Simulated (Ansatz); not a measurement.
**rock-salt HfN (0 0 1) on rutile TiO2 (0 0 1) (film strained to the substrate, started from cuts of the bulks and a machine-learned relaxation; slabs Ti10O20 and Hf8N8, which can lie off the formulas)**

A periodic stack without vacuum, rock-salt HfN (0 0 1) on rutile TiO2 (0 0 1) (film strained to the substrate, started from cuts of the bulks and a machine-learned relaxation; slabs Ti10O20 and Hf8N8, which can lie off the formulas): substrate slab Ti10O20, film Hf8N8, surface cells [[0, 1], [-1, 0]] and [[0, -1], [2, 1]], film strained by +2.1 and +2.1 %, outermost planes OTi/OTi and HfN/HfN as cut, which need not be the usual terminations and can put a slab off its formula.

The start was prepared with a machine-learned potential, and the result is one local minimum, with the in-plane cell held and forces under 0.04 eV/Å; the film can end far from its bulk form.

Computed with PBE (plane waves to 420 eV, PAW; Ansatz, a quantum-chemistry and plane-wave program). No spin–orbit coupling; the runs are not spin-polarised; PBE gaps are too small against experiment. Its k-point mesh 6×6×1, Fermi–Dirac width 0.05 eV.

| Property | Result |
|---|---|
| interface area | 21.6 Å² |
| period | 25.20 Å |
| heights between the nearest atoms of the two slabs at the two interfaces | 2.03 and 2.04 Å |
| Hf–Ti contacts across the interfaces within 1.22 times the sum of covalent radii | 4, mean 3.14 Å |
| Hf–O contacts across the interfaces within 1.22 times the sum of covalent radii | 4, mean 2.04 Å |

```yaml
crystal:
  lattice:
    - [4.64341, -0.00010, -0.03100]
    - [0.00015, 4.64368, 0.02911]
    - [0.21909, -0.23054, 25.20176]
  atoms:
    - { symbol: Ti, position: [0.98985, 0.15562, 0.10958] }
    - { symbol: Ti, position: [0.49022, 0.65464, 0.05794] }
    - { symbol: O, position: [0.28462, 0.86045, 0.10579] }
    - { symbol: O, position: [0.75866, 0.92640, 0.03393] }
    - { symbol: O, position: [0.21821, 0.38604, 0.03395] }
    - { symbol: O, position: [0.69482, 0.45022, 0.10575] }
    - { symbol: Ti, position: [0.98874, 0.15633, 0.22638] }
    - { symbol: Ti, position: [0.48937, 0.65612, 0.17216] }
    - { symbol: O, position: [0.29004, 0.85533, 0.22523] }
    - { symbol: O, position: [0.79129, 0.95794, 0.16249] }
    - { symbol: O, position: [0.18735, 0.35401, 0.16255] }
    - { symbol: O, position: [0.68782, 0.45758, 0.22513] }
    - { symbol: Ti, position: [0.98874, 0.15728, 0.34132] }
    - { symbol: Ti, position: [0.48867, 0.65694, 0.28707] }
    - { symbol: O, position: [0.29033, 0.85511, 0.34494] }
    - { symbol: O, position: [0.79093, 0.95927, 0.28400] }
    - { symbol: O, position: [0.18629, 0.35457, 0.28395] }
    - { symbol: O, position: [0.68601, 0.45950, 0.34484] }
    - { symbol: Ti, position: [0.98573, 0.15972, 0.45662] }
    - { symbol: Ti, position: [0.48808, 0.65761, 0.40188] }
    - { symbol: O, position: [0.28840, 0.85705, 0.46631] }
    - { symbol: O, position: [0.78854, 0.95927, 0.40380] }
    - { symbol: O, position: [0.18619, 0.35692, 0.40384] }
    - { symbol: O, position: [0.68508, 0.46042, 0.46645] }
    - { symbol: Ti, position: [0.98911, 0.15669, 0.57138] }
    - { symbol: Ti, position: [0.48464, 0.66091, 0.51869] }
    - { symbol: O, position: [0.25726, 0.88751, 0.59609] }
    - { symbol: O, position: [0.78211, 0.95291, 0.52351] }
    - { symbol: O, position: [0.19268, 0.36338, 0.52352] }
    - { symbol: O, position: [0.72228, 0.42247, 0.59690] }
    - { symbol: Hf, position: [0.74031, 0.90761, 0.77145] }
    - { symbol: Hf, position: [0.23638, 0.40379, 0.77145] }
    - { symbol: Hf, position: [0.24314, 0.90066, 0.67729] }
    - { symbol: Hf, position: [0.73529, 0.40850, 0.67773] }
    - { symbol: Hf, position: [0.74092, 0.91176, 0.95289] }
    - { symbol: Hf, position: [0.23270, 0.40362, 0.95290] }
    - { symbol: Hf, position: [0.23967, 0.90454, 0.85907] }
    - { symbol: Hf, position: [0.73557, 0.40874, 0.85909] }
    - { symbol: N, position: [0.23942, 0.90460, 0.76763] }
    - { symbol: N, position: [0.73734, 0.40671, 0.76784] }
    - { symbol: N, position: [0.74079, 0.90646, 0.68266] }
    - { symbol: N, position: [0.23740, 0.40299, 0.68262] }
    - { symbol: N, position: [0.23879, 0.90570, 0.94783] }
    - { symbol: N, position: [0.73505, 0.40944, 0.94801] }
    - { symbol: N, position: [0.73884, 0.90791, 0.86273] }
    - { symbol: N, position: [0.23634, 0.40544, 0.86273] }
```
